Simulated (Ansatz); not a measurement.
Consider this model of amorphous Nb16O40H2.

```xyz
58
Lattice="9.5761 0.0000 0.0000 0.0000 9.5761 0.0000 0.0000 0.0000 9.5761" Properties=species:S:1:pos:R:3 pbc="T T T"
Nb     8.3789     0.5032     7.6200
Nb     1.4745     5.4251     6.5301
Nb     3.6556     4.8940     4.3885
Nb     1.5361     1.7896     5.9250
Nb     3.0624     1.5205     9.2508
Nb     2.1668     5.0149     0.0498
Nb     5.1278     3.9548     7.6572
Nb     7.7166     1.4663     4.2531
Nb     7.5422     5.0532     5.3110
Nb     5.9675     7.7857     3.5534
Nb     7.4470     7.6293     9.5682
Nb     8.0255     4.0320     9.0312
Nb     4.1378     1.3768     3.2985
Nb     0.1521     9.4466     1.6354
Nb     0.5919     6.5813     2.8961
Nb     3.8928     7.5231     8.2533
O      8.6540     5.9286     3.5569
O      1.8699     1.8622     7.8987
O      4.6143     6.1710     3.4729
O      5.0283     4.4022     5.6943
O      7.5756     3.5168     4.2463
O      3.5796     3.2802     3.4333
O      8.3734     9.4804     0.1432
O      1.0171     8.4724     3.0955
O      8.8208     1.1457     2.6614
O      2.7875     1.0560     4.7806
O      1.3184     5.2393     1.7162
O      8.4790     2.2922     8.4414
O      8.1016     6.0088     9.0312
O      6.1535     3.9533     9.3265
O      3.9539     1.1712     1.5093
O      0.3775     0.1984     6.7708
O      4.5727     8.9943     3.6352
O      2.8150     6.8135     0.1585
O      3.6556     9.3145     8.6981
O      8.4270     3.8261     1.2532
O      1.9064     5.8458     4.3769
O      4.5542     2.2438     7.9060
O      2.0320     7.0138     7.1967
O      6.5611     7.6875     1.7668
O      4.3814     7.7670     6.3871
O      9.2427     7.4953     1.2802
O      1.5016     0.7060     0.7219
O      3.0072     3.3610     0.3684
O      3.7049     5.1445     8.0399
O      9.2217     5.4988     6.0186
O      5.9216     1.7567     3.5572
O      7.4736     8.4283     7.7556
O      5.5857     7.1707     8.9433
O      2.1881     3.6320     5.9499
O      6.6453     6.6551     5.0238
O      7.0954     4.3020     7.0946
O      7.4149     1.2424     6.1520
O      7.2289     9.1530     4.0979
O      0.0530     2.0459     4.9263
O      0.7402     4.6755     8.4055
H      3.7229     8.0513     5.7290
H      8.2601     3.9309     2.2109
```

These are PBE, scalar-relativistic without spin-orbit coupling (plane waves to 420 eV, PAW; Ansatz, a program for electronic structure) values and carry that method's errors. The usual formal charges leave 2 electrons over, so the level spacing at the Fermi energy parts defect or band states and needn't be the band gap.

The cell was made by melting and quenching with the CHGNet potential and then relaxed with DFT. O atoms were pushed apart under 1.9 Å during the dynamics, to hinder bonds among them. The hot cell started wider than the set density and was brought back towards it in steps. It is the lowest in DFT energy of 2 quenches. It is a model cell: composition and starting density were chosen by hand, and all elements were melted together. No dispersion term was used. Its density started from a set value of 4.25 and ended at 4.02 g/cm³. Cooling (nominally 350 K/ps over its main leg) ran many orders faster than in experiment, which tends to leave more defects and strain. A cell of this size samples the disorder only roughly. The volume was free in the relaxation, at fixed shape. Stress components on the final sampling reach 0.9 GPa. On a 2×2×2 Γ-centred mesh force components of up to 0.35 eV/Å stay, since the relaxation ran on the zone centre alone.

Cut-offs for bonds: Nb-Nb 3.12 Å, Nb-O 2.68 Å, Nb-H 2.15 Å, O-O 1.58 Å, O-H 1.16 Å, H-H 0.90 Å. Two cations that share two anions don't count as bonded, nor two that share one unless they lie closer than Nb-Nb 3.04 Å.

Problem. Give the coordination numbers, mean bond lengths and angles.

Solution. 
| Property | Value |
|---|---|
| Mean coordination of Nb by anions | 5.38 (10 with 5, 6 with 6) |
| Mean coordination of O | 2.20 (32 with 2, 8 with 3) |
| Mean coordination of H | 1.00 (2 with 1) |
| Mean Nb-O bond | 1.993 Å (spread 0.158 Å, 86 counted) |
| Mean O-H bond | 0.976 Å (spread 0.002 Å, 2 counted) |
| Bond angle at Nb | mean 105.2°, spread 26.7° |
| Bond angle at O | mean 132.7°, spread 21.4° |

Problem. Which atoms depart from the most common coordination of their element?

Solution. Nb5 has 6 (O18 1.83 Å, O35 1.96 Å, O44 1.97 Å, O43 2.05 Å, O31 2.07 Å, O38 2.13 Å); Nb8 has 6 (O53 1.94 Å, O47 1.95 Å, O54 1.96 Å, O25 1.96 Å, O21 2.06 Å, O55 2.11 Å); Nb9 has 6 (O51 1.86 Å, O21 1.87 Å, O46 1.88 Å, O52 1.99 Å, O17 2.25 Å, O20 2.63 Å); Nb11 has 6 (O29 1.83 Å, O48 1.98 Å, O40 1.98 Å, O49 2.02 Å, O23 2.08 Å, O42 2.21 Å); Nb12 has 6 (O36 1.85 Å, O28 1.89 Å, O30 1.90 Å, O29 1.98 Å, O52 2.17 Å, O56 2.46 Å); Nb16 has 6 (O35 1.86 Å, O49 1.86 Å, O41 1.94 Å, O34 1.96 Å, O39 2.20 Å, O45 2.40 Å); O20 has 3 (Nb3 1.96 Å, Nb7 2.02 Å, Nb9 2.63 Å); O23 has 3 (Nb14 2.02 Å, Nb11 2.08 Å, Nb1 2.18 Å); O37 has 3 (Nb3 1.99 Å, Nb15 2.11 Å, Nb2 2.24 Å); O42 has 3 (Nb14 2.04 Å, Nb15 2.07 Å, Nb11 2.21 Å); O45 has 3 (Nb7 1.89 Å, Nb6 2.21 Å, Nb16 2.40 Å; Nb2 at 2.71 Å just beyond); O50 has 3 (Nb4 1.95 Å, Nb2 2.02 Å, Nb3 2.49 Å); O52 has 3 (Nb9 1.99 Å, Nb7 2.08 Å, Nb12 2.17 Å); O56 has 3 (Nb6 1.91 Å, Nb2 2.15 Å, Nb12 2.46 Å).

Problem. List the pairs of like atoms that count as bonded by the rules above.

Solution. There are none by these rules.
